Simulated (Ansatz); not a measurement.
## Response to strain in NbN

Take NbN in the rock salt structure (space group Fm-3m, No. 225; a = 4.3801 Å) as the base. Axes: x, y, z lie along the cube axes.

Strains are applied to the cell and any free atomic positions relax.

Computed with Ansatz (a quantum-chemistry and plane-wave program) PBEsol, without spin-orbit coupling.

Notes on the quantities. energy relative to the base: free energy F.

| case | energy relative to the base | pressure | shortest interatomic distance |
|---|---|---|---|
| base | 0 meV/atom | 0.0 GPa | 2.190 Å |
| isotropic strain −1.88 % | +37 meV/atom | 21.5 GPa | 2.149 Å |
| isotropic strain +2.80 % | +70 meV/atom | -23.0 GPa | 2.251 Å |
| uniaxial strain ε_xx = +1.04 % | ___ | ___ | 2.190 Å |
| uniaxial strain ε_zz = +3.28 % | +22 meV/atom | -9.3 GPa | 2.190 Å |

Question: Some entries are withheld; estimate them.

Answer: 
- uniaxial strain ε_xx = +1.04 %, energy relative to the base: +2.4 meV/atom
- uniaxial strain ε_xx = +1.04 %, pressure: -3.3 GPa

Without a gap, meshes like the base's 18×18×18 leave anisotropic stresses uncertain by several tenths of a GPa, and small strain energies with them. Whether these cells are dynamically stable was not tested. The final runs are not spin-polarised.
